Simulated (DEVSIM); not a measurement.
System: abrupt Si p-n junction, at 300 K.

Layer 1 from the left is Si, thickness (μm) 2.10, Na (cm⁻³) 9e16, τn (s) 0.00017, τp (s) 0.00017. Layer 2 from the left is Si, thickness (μm) 260, Nd (cm⁻³) 2.3e16, τn (s) 0.00017, τp (s) 0.00017.

Left contact: ohmic. Right contact: ohmic. Voltage is applied to the left contact. Recombination: SRH at mid-gap, radiative, Auger. Mobility is μmin + (μ − μmin)/(1 + (N/Nref)^α).

The device is made up for the run: typed textbook-type constants, with dimensions and the other settings drawn at random. Values at 300 K.

Si: gap (eV) 1.124, affinity (eV) 4.05, permittivity 11.7, Nc (cm⁻³) 2.86e19, Nv (cm⁻³) 3.1e19, μn (cm²/Vs) 1417, μp (cm²/Vs) 470, μn,min 52, μp,min 45, Nref,n 9.7e16, Nref,p 2.2e17, αn 0.68, αp 0.72, B (cm³/s) 4.7e-15, Cn (cm⁶/s) 2.8e-31, Cp (cm⁶/s) 9.9e-32.

**Question.** Estimate by hand the built-in potential, the peak field at zero bias, the capacitance at -4 V, and compare with a numerical solution.

**Answer.** 
- Built-in potential: ni = √(Nc Nv) exp(−Eg/2kT) = 1.08e10 cm⁻³ with Eg = 1.124 eV; Vbi = kT/q ln(Na Nd/ni²) = 0.789 V; numerical 0.789 V.
- Peak field at zero bias: depletion approximation: W = √(2εVbi/(qN)) = 0.236 μm with N = 1.83e16 cm⁻³; field = 2Vbi/W = 66900 V/cm; numerical 64600 V/cm (estimate above by 3.4 %).
- Capacitance at -4 V: C = √(qεN / 2(Vbi + |V|)) = 17.8 nF/cm²; numerical 17.9 nF/cm² (estimate below by 0.54 %).

DEVSIM, 1D drift-diffusion, Boltzmann statistics, complete ionisation; no tunnelling, impact ionisation, image-force lowering or self-heating.
